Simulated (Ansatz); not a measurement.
Start from InP in the zinc blende structure (space group F-43m, No. 216; a = 5.960 Å).

Structures relaxed with PBE, PAW, 420 eV (Ansatz, a first-principles code; without spin-orbit coupling), earlier PAW set.

Base:

Simulated powder pattern, Cu Kα1, λ = 1.54056 Å (kinematic, ideal powder, no thermal factors, no anomalous dispersion; the 10 strongest lines at most, above 2 %, up to 2θ = 90°):

```json
[
 {"2θ (°)": "25.87", "I/Imax (%)": "100", "hkl": "(111)"},
 {"2θ (°)": "29.96", "I/Imax (%)": "26", "hkl": "(200)"},
 {"2θ (°)": "42.88", "I/Imax (%)": "56", "hkl": "(220)"},
 {"2θ (°)": "50.77", "I/Imax (%)": "46", "hkl": "(311)"},
 {"2θ (°)": "53.20", "I/Imax (%)": "6.9", "hkl": "(222)"},
 {"2θ (°)": "62.26", "I/Imax (%)": "8.9", "hkl": "(400)"},
 {"2θ (°)": "68.58", "I/Imax (%)": "18", "hkl": "(331)"},
 {"2θ (°)": "70.62", "I/Imax (%)": "8.5", "hkl": "(420)"},
 {"2θ (°)": "78.57", "I/Imax (%)": "18", "hkl": "(422)"},
 {"2θ (°)": "84.38", "I/Imax (%)": "14", "hkl": "(333)"}
]
```

Perturbation: a hydrostatic pressure of 7.5 GPa.

After the change:

Simulated powder pattern, Cu Kα1, λ = 1.54056 Å (kinematic, ideal powder, no thermal factors, no anomalous dispersion; the 10 strongest lines at most, above 2 %, up to 2θ = 90°):

```csv
2θ (°),I/Imax (%),hkl
26.76,100,(111)
31.00,26,(200)
44.41,55,(220)
52.61,44,(311)
55.15,6.7,(222)
64.62,8.6,(400)
71.24,17,(331)
73.39,8.3,(420)
81.78,18,(422)
87.95,14,(333)
```

The indices refer to the base's conventional cell; one index is shown for lines that coincide.

Load acts through the strain it causes; cell and atoms are relaxed under it. No phonon test of stability was made. Tetrahedral semiconductors of this kind turn to denser phases somewhere between about 1 and 50 GPa; those were not computed, so compressed cells here can lie past the real transition.
